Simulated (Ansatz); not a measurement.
Consider SrZrO$_{3}$ in the cubic perovskite structure (space group Pm-3m, No. 221).

```xyz
5
Lattice="4.1299 0.0000 0.0000 0.0000 4.1299 0.0000 0.0000 0.0000 4.1299" Properties=species:S:1:pos:R:3 pbc="T T T"
Sr     2.0650     2.0650     2.0650
Zr     0.0000     0.0000     0.0000
O      0.0000     2.0650     0.0000
O      2.0650     0.0000     0.0000
O      0.0000     0.0000     2.0650
```

All numbers come from PBEsol (Ansatz, a quantum-chemistry and plane-wave program; PAW; 420 eV plane waves; without spin-orbit coupling).

Base values:

```
Property                        Value
----------------------------  -------
Gap between the host's bands  3.31 eV
```

It is then changed as follows: 0.141 electrons added to each cell, a density of 2.0×10^21 cm⁻³, with a uniform compensating background at fixed cell and a 300 K Fermi–Dirac width.

**Question.** What does the calculation give for the gap between the host's bands and Fermi level from band edge after the change?

**Answer.** The gap between the host's bands goes up by 0.088 eV (3.31 eV → 3.39 eV); the Fermi level relative to the doped band's edge (positive inside the band; to 0.05 eV) amounts to +0.35 eV.

Carriers are added with a uniform compensating background; total energy and stress of such cells depend on the potential's zero and are not compared; many-body gap narrowing is missing at this level. No phonon test of stability was made. Many cubic perovskites are stable only at high temperature; tilts and polar distortions were not tested.
